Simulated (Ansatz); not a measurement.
Input and output of a zone-centre phonon calculation for SiRh (Pm-3m, 2 atoms in the cell) (Ansatz, an electronic-structure program).

Level of theory: LDA (PW92), default PAW files made with PBE (plane waves; Ansatz).

```
CELL_PARAMETERS angstrom
      2.96809     0.00000     0.00000
      0.00000     2.96809     0.00000
      0.00000     0.00000     2.96809
ATOMIC_POSITIONS crystal
  Si 0.50000 0.50000 0.50000
  Rh 0.00000 0.00000 0.00000
```

Reference input (self-consistent single point, DFT, LDA (PW92), plane waves, default PAW files made with PBE): basis.ecutwfc = 420 eV; kpoints.mp_grid.grid = 11 11 11; hamiltonian.xc = lda; hamiltonian.pseudopotentials = {kind: paw} (the program's default PAW files); scf.occupations.method = fermi_dirac; scf.occupations.width = 0.1 eV. This run's input differs from it in these lines:

```diff
@@ -17,6 +17,5 @@
   occupations: { method: fermi_dirac, width: 0.1 eV }
-output:
-  forces: true
-  eigenvalues: true
-  stress: true
+  convergence: { dr2_threshold: 1.0e-03 eV }
+phonons:
+  method: dfpt
```

The program printed (abridged):

```
SCF iter   1: F=—  HF=-6888.513446 eV  |F-HF|=—  |Δ(HF+E_count)|=         —  Δρ=1.20e-2  dr2=2.95e-2  ethr=1.77e-3  ⟨swp⟩=5.1  Hψ=9822  notcnv=0
all-band conjugate gradients solve this SCF's bands
preconditioner: auto → none
SCF iter   2: F=—  HF=-6888.510180 eV  |F-HF|=—  |Δ(HF+E_count)|=   3.27e-3  Δρ=6.73e-3  dr2=1.05e-2  ethr=1.40e-4  ⟨swp⟩=1.0  Hψ=2898  notcnv=0
SCF iter   3: F=—  HF=-6888.508304 eV  |F-HF|=—  |Δ(HF+E_count)|=   1.88e-3  Δρ=4.36e-4  dr2=1.49e-5  ethr=4.98e-5  ⟨swp⟩=1.7  Hψ=2364  notcnv=0
SCF iter   4: F=—  HF=-6888.508309 eV  |F-HF|=—  |Δ(HF+E_count)|=   4.94e-6  Δρ=1.19e-4  dr2=2.28e-6  ethr=7.08e-8  ⟨swp⟩=2.0  Hψ=3244  notcnv=0
iter 5 did not close the SCF: its close was put off for the readings that it lacked (scf_convergence_deferred on its scf_iter line)
SCF iter   5: F=-6888.508309 eV  HF=-6888.508309 eV  |F-HF|=4.26e-9  |Δ(HF+E_count)|=   2.09e-7  Δρ=1.32e-5  dr2=1.61e-8  ethr=1.09e-8  ⟨swp⟩=2.6  Hψ=3117  notcnv=0
SCF iter   6: F=-6888.508309 eV  HF=-6888.508309 eV  |F-HF|=3.14e-10  |Δ(HF+E_count)|=   6.14e-9  Δρ=2.14e-6  dr2=6.68e-10  ethr=7.64e-11  ⟨swp⟩=5.2  Hψ=10183  notcnv=0
SCF 1 converged in 6 iterations: F = -6888.508309 eV  dr2 = 6.68e-10
DFPT response loops at Γ: preconditioner auto → Kerker (q_TF=auto, 2.630 Å⁻¹) (partly filled bands, converged f_vac=0.000) …
Free energy (F): -6888.508309 eV
Internal energy: -6888.449426 eV  (E = F + TS)
E sigma→0 (E₀):  -6888.478868 eV
Entropy (-TS):   -0.058883 eV (-29.441 meV/atom)
Fermi energy:    18.068325 eV
--- Phonons (Γ-DFPT): 2 representative perturbations + reference, on 126 of 1331 k-points (Σ response iterations 5) ---
  k mesh reduced under 8 symmetry operations, with k and −k counted as one. Each operation leaves every solved perturbation unchanged …
  ASR residual: 1.720e-3 → 0.000e0 eV/Å²; symmetrization residual: 2.612e-7 eV/Å²
  ASR residual per site (eV/Å²): 4.15e-4 1.72e-3
  Γ frequencies (cm⁻¹): 0.00 0.00 0.00 163.03 163.03 163.03
  non-analytic LO–TO correction: not included (Born effective charges unavailable; polar crystals: no LO–TO splitting at Γ)
```

The run converged in 6 iterations. 

Summary of the result:
```
Item                                                                       Value
--------------------------------------------------------  ----------------------
Free energy E − TS (on the zero of these files)                    -6888.5083 eV
Fermi level (on the code's own zero)                                    18.07 eV
Zone-centre frequencies (cm⁻¹; negative means imaginary)  0, 0, 0, 163, 163, 163
```

The starting cell comes from a database of computed structures (which also holds hypothetical and non-ambient phases and stackings), without a prior relaxation at this level. Its lattice was rescaled by up to half a per cent. Spin polarisation is off.

Keys are those of Ansatz 0.2.
